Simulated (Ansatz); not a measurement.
**Fluorite PbF2 (high-temperature phase)**

The numbers are results of PBE (Ansatz, a first-principles code, plane waves, PAW), not measurements.

Run with plane-wave cutoff 500 eV, 12×12×12 k mesh, Fermi–Dirac smearing 0.05 eV, scalar-relativistic PAW data made under PBE.

Cell (relaxed at this level):

```
CELL_PARAMETERS angstrom
      0.00000     3.00047     3.00047
      3.00047     0.00000     3.00047
      3.00047     3.00047     0.00000
ATOMIC_POSITIONS crystal
  Pb 0.00000 0.00000 0.00000
  F  0.75000 0.75000 0.75000
  F  0.25000 0.25000 0.25000
```

```json
{
 "band_gap": "4.42 eV (on the SCF k mesh)"
}
```

Spin–orbit coupling is not included; with these elements it can move the gap by several tenths of an eV or more.

It cost very roughly 15 core-seconds of CPU time.
